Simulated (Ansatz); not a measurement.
# Migration barriers: interstitial Al in anatase TiO2, charge state +3

Defect: interstitial Al in anatase TiO2, charge state +3. Level of theory: PBE, PAW (plane waves to 420 eV; Ansatz, a first-principles code).

108-site cell at the relaxed PBE lattice, the Γ point alone, smearing 0.01 eV, spin-restricted, no finite-size correction. No zero-point or tunnelling terms. The charge state is imposed; whether it is stable for some Fermi level was not computed. Sites that were not tried may lie lower.

Barriers: single points on a 2×2×2 k-point mesh shifted by half a step at the bands' geometries.

```csv
Route,Start site over the lowest site run (eV),Hop (Å),Forward barrier (eV),Backward barrier (eV),Neighbours at the start,Neighbours at the saddle,Saddle order,"Forward, on the band's own sampling (eV)"
"a concerted move, in which Al travels most (a rearrangement that moves the defect's centre by under 1 Å)",0.00,0.83,0.43,0.43,"2 O at 1.82, 2 O at 1.84, O at 1.86 Å",4 O at 1.78 Å,"not checked, on a symmetry element",0.43
"a concerted move, in which Al travels most",0.00,1.24,1.03,0.17,"2 O at 1.82, 2 O at 1.84, O at 1.86 Å","O at 1.80, 3 O at 1.82 Å","not checked, on a symmetry element",1.07
```

Paths come from CI-NEB runs. Of the routes that converged and passed our checks, the lowest saddle point lies 0.43 eV above the lowest of the sites run (a concerted move, in which Al travels most (a rearrangement that moves the defect's centre by under 1 Å)); other sites, such as split forms, and other routes may lie lower. A band can be held on a symmetry element, so unchecked saddle points there may be too high.
